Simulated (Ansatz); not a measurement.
Given:

```yaml
crystal:
  lattice:
    - [-1.62827, 1.62827, 1.62827]
    - [1.62827, -1.62827, 1.62827]
    - [1.62827, 1.62827, -1.62827]
  atoms:
    - { symbol: Nb, position: [0.00000, 0.00000, 0.00000] }
```

No spin polarisation.

Method: PBEsol (Ansatz, a quantum-chemistry and plane-wave program), without spin-orbit coupling. k-mesh 28×28×28 (Γ-centred); smearing 0.1 eV (Fermi–Dirac).

Task: What is the computed pressure?

Result: 2.8 GPa.

Task: Predict the band gap.

Result: Zero.

Task: Estimate the space group.

Result: Im-3m (No. 229).

The cells carry an imposed strain or load. Stability against distortions was not tested. All final runs are without spin polarisation. The cell was made from Nb in the bcc (W type) structure (space group Im-3m, No. 229) by this change: isotropic strain −0.50 %.
